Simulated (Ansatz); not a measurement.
Take ZnS in the zinc blende structure (space group F-43m, No. 216; a = 5.443 Å) as the base.

(Cell as relaxed with PBE.)

Levels (all Ansatz, a program for electronic structure, PAW): PBE (420 eV, scalar-relativistic without spin-orbit coupling); PBEsol (420 eV, without spin-orbit coupling).

Each level relaxes its own structure.

```
base                      PBE    PBEsol
-------------------  --------  --------
volume per atom      20.16 Å³  19.21 Å³
lattice parameter a   5.443 Å   5.357 Å
band gap              2.02 eV   2.09 eV
```

Now apply this change: electrons 7.0×10^21 cm⁻³, on a uniform background at fixed cell.

| quantity | PBE | PBEsol |
|---|---|---|
| Fermi level relative to the doped band's edge (positive inside the band; to 0.05 eV) | +1.75 eV | +1.60 eV |
| valley order (the lowest conduction-band minima on the path, energy above the VBM, named in the base's zone) | Γ 1.88 eV; L along ⟨111⟩ 3.16 eV; X along ⟨100⟩ 3.24 eV | Γ 1.98 eV; X along ⟨100⟩ 3.01 eV; L along ⟨111⟩ 3.15 eV |
| shift of the gap caused by the change | -0.13 eV | -0.11 eV |

PBE's Fermi level from band edge lies 0.15 eV above PBEsol's; they order the valleys differently; PBE's shift of the gap caused by the change lies 0.027 eV below PBEsol's. Neither level is exact; PBEsol is the comparison here, not a measurement.

Carriers are added with a uniform compensating background; total energy and stress of such cells depend on the potential's zero and are not compared; many-body gap narrowing is missing at this level. Stability against distortions was not tested.
